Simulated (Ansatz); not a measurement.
# A computed series for BaZrO3: response to strain

The parent structure is BaZrO$_{3}$ in the cubic perovskite structure (space group Pm-3m, No. 221; a = 4.2272 Å).

Strains are applied to the cell and any free atomic positions relax.

The values are results of PBE/PAW in Ansatz (an electronic-structure program), spin-orbit coupling left out, not measurements.

| isotropic strain (%) | band gap (eV) |
|---|---|
| -3 | 3.39 |
| -2.4 | 3.35 |
| -1.8 | 3.31 |
| -1.2 | 3.26 |
| -0.6 | ? |
| 0 | 3.18 |

Fit E_g = E₀ + Dε (ε in %) to the rows shown and predict the withheld row.

Least squares on the printed values gives E₀ = 3.18 eV, D = -70.7 meV per % of strain (largest residual 0.00 eV); this predicts 3.22 eV, and the run gives 3.22 eV, in agreement.

No phonon test of stability was made.
